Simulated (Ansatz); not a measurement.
BP (F-43m), PBE, rigid bands in Ansatz (a quantum-chemistry and plane-wave program): Condition of this run: functional PBE, cell relaxed with it. band gap 1.25 eV, N_c = 4.05e19 cm⁻³ and N_v = 3.65e19 cm⁻³ at 300 K, conductivity masses of 0.333 mₑ (electrons) and 0.386 mₑ (holes). Take k_BT = 0.02585 eV.

**Question.** What thermal injection velocity √(2k_BT/πm) limits a ballistic channel?

**Answer.** 9.32e6 cm/s for electrons and 8.66e6 cm/s for holes, a ratio of √(m_h/m_e) = 1.08, for dilute carriers.

**Question.** Find the intrinsic carrier density and the intrinsic Fermi level.

**Answer.** n_i = √(N_c N_v) exp(−E_g/2k_BT) = 3.84e19 × exp(−24.18) = 1.2e9 cm⁻³. The level lies (k_BT/2) ln(N_v/N_c) = -1 meV from mid-gap (positive towards the conduction band). Each 0.1 eV added to the gap lowers n_i by a factor of 6.9.

**Question.** A film of it is 2 nm thick. Estimate the confinement energies in an infinite well.

**Answer.** ħ²π²/(2m t²) = 0.376 eV·nm²/(m/mₑ × t²) gives 282 meV for electrons and 244 meV for holes, so the gap would widen to about 1.78 eV. Finite barriers and nonparabolic bands lower this, and with several valleys or bands the heaviest mass along the normal sets the lowest level, not this average.

Rigid, parabolic bands with the computed gap; masses take one relaxation time for all states. Spin-orbit coupling is left out; where it splits the top of the valence band, N_v and the p-type Seebeck coefficient come out somewhat high without it.
